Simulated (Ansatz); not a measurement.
Abridged Ansatz (a first-principles code) output:

```
Pseudopotential: Te, paw, valence charge 16
Pseudopotential: Se, paw, valence charge 16
Crystal: 6 atoms, lattice volume = 164.469 Å³
Basis set: ecut = 500 eV, 4091 PW (Γ), exchange–correlation on 120×120×384 points (64 copies of the dense FFT grid, shifted against one another)
Bands: 54, of which v1, the nominal top of the filled ones, is band 48 counted from 1 (47 counted from 0)
Symmetry: 24 space group operations
k-points: 72 of 784
Functional: x = r2scan, c = r2scan + rvv10(b = 11.95, C = 0.0093); τ floored in thin density (d = 2e-4 eV/Å³)
SCF iter   1: F=—  HF=-35891.475535 eV  |F-HF|=—  |Δ(HF+E_count)|=         —  Δρ=5.24e-3  dr2=1.26e-1  dr2_τ=7.93e-3  ethr=1.77e-3  ⟨swp⟩=7.2  Hψ=14704  notcnv=0
SCF iter   2: F=—  HF=-35891.636709 eV  |F-HF|=—  |Δ(HF+E_count)|=   1.61e-1  Δρ=9.29e-3  dr2=6.40e-1  dr2_τ=6.49e-3  ethr=1.31e-4  ⟨swp⟩=3.1  Hψ=8916  notcnv=0  defer=6
SCF 1 converged in 8 iterations: F = -35891.505604 eV  dr2 = 7.58e-11
SCF converged after 8 iterations
Free energy (F): -35891.505604 eV
Internal energy: -35891.500336 eV  (E = F + TS)
E sigma→0 (E₀):  -35891.502970 eV
Entropy (-TS):   -0.005268 eV (-0.878 meV/atom)
Fermi energy:    8.390594 eV
--- Forces (eV/Å), atoms counted from 1 ---
  atom   1  Te    -0.00000000     0.00000000     0.00000000
  atom   2  Te    -0.00000000    -0.00000000     0.00000000
  atom   3  Se    -0.00000000     0.00000000     0.00008917
  atom   4  Se     0.00000000    -0.00000000     0.00008917
  atom   5  Se    -0.00000000    -0.00000000    -0.00008917
  atom   6  Se    -0.00000000     0.00000000    -0.00008917
--- Stress (GPa, compression-positive) ---
       -0.001005       0.000000       0.000000
        0.000000      -0.001005       0.000000
        0.000000       0.000000      -0.000886
  P = ⅓ Tr σ = -0.0010 GPa (-0.010 kbar)
```

Problem. What was computed, and what are the main results?

Solution. TeSe2, 6 atoms in the cell, with r2SCAN+rVV10 (Ansatz), scalar-relativistic without spin-orbit coupling. The last SCF converged to F = -35891.505604 eV, or -5981.9176 eV per atom, at a pressure of 0.00 GPa. The total energy compares only with runs of the same code, potentials and settings.

Spin-orbit coupling, missing from the scalar runs, can matter with Te. No phonon test of stability was made. The final runs are not spin-polarised. The cell was made from WSe2 by this change: W → Te; the result is a hypothetical phase, not in the database extracts checked.
